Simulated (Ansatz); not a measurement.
Take KF in the NiAs type structure (space group P6_3/mmc, No. 194; a = 3.739 Å, c = 6.598 Å; a hypothetical phase, not in the database extracts checked) as the base. Axes: x lies along a and z along c of the hexagonal cell.

(Cell as relaxed with PBE.)

Levels (all Ansatz, a program for electronic structure, PAW): PBE (420 eV, no spin-orbit coupling); r2SCAN (500 eV, scalar-relativistic without spin-orbit coupling).

Each level relaxes its own structure.

```json
[
 {"base": "volume per atom", "PBE": "19.97 Å³", "r2SCAN": "18.80 Å³"},
 {"base": "lattice parameter a", "PBE": "3.739 Å", "r2SCAN": "3.661 Å"},
 {"base": "band gap", "PBE": "5.90 eV", "r2SCAN": "6.86 eV"}
]
```

Modification: the cell is compressed by 5.32 % along y with no lateral relaxation; the atoms relax in the strained cell.

```json
[
 {"quantity": "stress (xx, yy, zz, yz, xz, xy; compression positive)", "PBE": "(1.32, 2.61, 0.88, 0.00, 0.00, 0.00) GPa", "r2SCAN": "(withheld)"},
 {"quantity": "shift of the gap caused by the change", "PBE": "+0.19 eV", "r2SCAN": "(withheld)"}
]
```

### Question
Predict the r2SCAN column.

### Answer

- stress (xx, yy, zz, yz, xz, xy; compression positive), r2SCAN: (1.75, 2.79, 1.31, 0.00, 0.00, 0.00) GPa
- shift of the gap caused by the change, r2SCAN: +0.22 eV

PBE's shift of the gap caused by the change lies 0.03 eV below r2SCAN's. Neither level is exact; r2SCAN is the comparison here, not a measurement.

Stability against distortions was not tested.
